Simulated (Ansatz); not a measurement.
# TiC under a change: biaxial strain +0.83 %, plane normal [111], relaxed out of plane

The reference is TiC in the rock salt structure (space group Fm-3m, No. 225; a = 4.2934 Å; relaxed with 0.1 eV smearing). Axes: x, y, z lie along the cube axes.

Perturbation: tensile biaxial strain of 0.83 % in the plane normal to [111], as in epitaxy on a mismatched substrate; the out-of-plane cell vector and the atoms relax.

The values are results of Ansatz (a first-principles code) PBEsol, no spin-orbit coupling, not measurements. k-mesh 23×23×23 (Γ-centred); smearing 0.1 eV (Fermi–Dirac).

The volume per atom increases by 0.114 Å³ to 10.01 Å³ and the space group becomes R-3m (No. 166) (base: Fm-3m (No. 225)). The shortest interatomic distance goes up by 0.008 Å to 2.155 Å and the energy goes up by 2.3 meV/atom. The pressure (mean of the normal stresses, compression positive) goes from zero to -3.0 GPa and the band gap is still zero. The out-of-plane strain is -0.51 % and the ratio −ε⊥/ε∥ comes out as 0.61. The mean in-plane stress (compression positive) comes out as -4.5 GPa.

Final structure (turned so that z lies along the plane normal):

```xyz
2
Lattice="3.0611 0.0000 0.0000 1.5305 2.6510 0.0000 1.5305 -0.8837 2.4663" Properties=species:S:1:pos:R:3 pbc="T T T"
Ti     0.0000     0.0000     0.0000
C      1.5305     0.8837     1.2331
```

No phonon test of stability was made. All final runs are without spin polarisation.
